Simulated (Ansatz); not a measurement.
## Defect calculation: Se on the C site in diamond

Level of theory: PBE, PAW (plane waves to 420 eV; Ansatz, a first-principles code). Cell: 64 sites, 2×2×2 repeats of a cell of 8 atoms; final energies on a 2×2×2 shifted mesh. Site at the start: the C site. Charged cells carry a point-charge image correction with potential alignment at far atoms. Dielectric constants: PBE linear response of the host. Host gap at this level: 4.13 eV. Finite-size and sampling errors can reach tenths of an eV here. PBE underestimates the host's gap, which shifts levels and can delocalise carriers. Spin–orbit coupling is left out. Each state is the lowest found from its start.

Formation energies E_f are given with the Fermi level at the valence-band maximum. Chemical conditions: host crystal and elements as references (Δμ(C) = 0.14 eV, Δμ(Se) = 0.00 eV; Se taken from its element, since no compound that bounds it was computed at this level; only phases computed here count, gases as isolated molecules at 0 K). Reference phases: C: graphite, Se: trigonal Se.

Charges with a result: +2, +1, 0, −1. Others weren't obtained, and one of them could lie lower, also by skipping a charge.

| charge | moment (μB) | point group | largest move off a lattice site (Å) | image correction with alignment (eV) | E_f, host crystal and elements as references (eV) |
|---|---|---|---|---|---|
| +2† | not spin-polarised | – | 0.23 | 2.90 | – |
| +1† | 1.0 | – | 0.30 | 1.03 | – |
| 0 | not spin-polarised | C3v | 0.35 | 0.00 | 14.39 |
| −1† | fractional | – | 0.39 | -0.26 | – |

† Not settled in this cell, so no level is given: charge +2: an image correction of 2.9 eV; charge +1: a large or scattered potential alignment; charge −1: fractional moment, a level filled in part, a large or scattered potential alignment, level within 0.1 eV of a band edge or past it.

Point groups are those of the whole cell at tolerances of 0.03 and 0.1 Å ("near" where only the looser one holds); none is given for unsettled states.

Starting moments that weren't kept: charge −1 began with 1 μB and ended with 0.5.

All states together cost about 19 core-minutes (a rough figure).
